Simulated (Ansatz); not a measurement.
Pressure series in hypothetical diamond Pt

Start from Pt in the diamond structure (space group Fd-3m, No. 227; a hypothetical phase, not in the database extracts checked).

```
Pt
1.0
    0.00000     2.88780     2.88780
    2.88780     0.00000     2.88780
    2.88780     2.88780     0.00000
Pt
2
Direct
  0.25000   0.25000   0.25000
  0.00000   0.00000   0.00000
```

Cell and atoms are relaxed at each pressure.

Computed with PBE (Ansatz, a first-principles code), without spin-orbit coupling.

```json
[
 {"case": "base", "density": "13.45 g/cm³", "shortest interatomic distance": "2.501 Å"},
 {"case": "pressure −2 GPa", "density": "13.21 g/cm³", "shortest interatomic distance": "2.516 Å"},
 {"case": "pressure −1 GPa", "density": "13.33 g/cm³", "shortest interatomic distance": "2.508 Å"},
 {"case": "pressure 0.3 GPa", "density": "13.49 g/cm³", "shortest interatomic distance": "2.499 Å"},
 {"case": "pressure 0.7 GPa", "density": "13.53 g/cm³", "shortest interatomic distance": "2.496 Å"},
 {"case": "pressure 1.5 GPa", "density": "13.62 g/cm³", "shortest interatomic distance": "2.490 Å"},
 {"case": "pressure 3 GPa", "density": "13.78 g/cm³", "shortest interatomic distance": "2.481 Å"},
 {"case": "pressure 5 GPa", "density": "13.99 g/cm³", "shortest interatomic distance": "2.468 Å"},
 {"case": "pressure 7.5 GPa", "density": "14.23 g/cm³", "shortest interatomic distance": "2.455 Å"},
 {"case": "pressure 10 GPa", "density": "14.45 g/cm³", "shortest interatomic distance": "2.442 Å"}
]
```

Load acts through the strain it causes; cell and atoms are relaxed under it. Stability against distortions was not tested. Competing high-pressure phases were not computed. All final runs are without spin polarisation. Pt has a high density of states at the Fermi level and may be magnetic at this level.
